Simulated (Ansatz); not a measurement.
**AlNi: pressure 10 GPa**

Base system: AlNi in the CsCl type structure (space group Pm-3m, No. 221; a = 2.8927 Å; non-magnetic).

Now apply this change: a hydrostatic pressure of 10 GPa.

Computed with PBE in Ansatz (plane waves to 420 eV, PAW, no spin-orbit coupling), earlier PAW set. k-mesh 16×16×16 (Γ-centred); smearing 0.05 eV (Fermi–Dirac).

The volume per atom drops by 0.656 Å³ (12.10 Å³ → 11.45 Å³) and the lattice parameter a decreases by 0.0533 Å to 2.839 Å. The shortest interatomic distance drops by 0.046 Å, from 2.505 Å to 2.459 Å and the band gap remains zero.

Load acts through the strain it causes; cell and atoms are relaxed under it. Stability against distortions was not tested. No other phases were tried under pressure. Starting moments died away, wholly or in part, for the base; another magnetic solution may exist. All final runs are without spin polarisation.

Ansatz is a program for electronic structure.
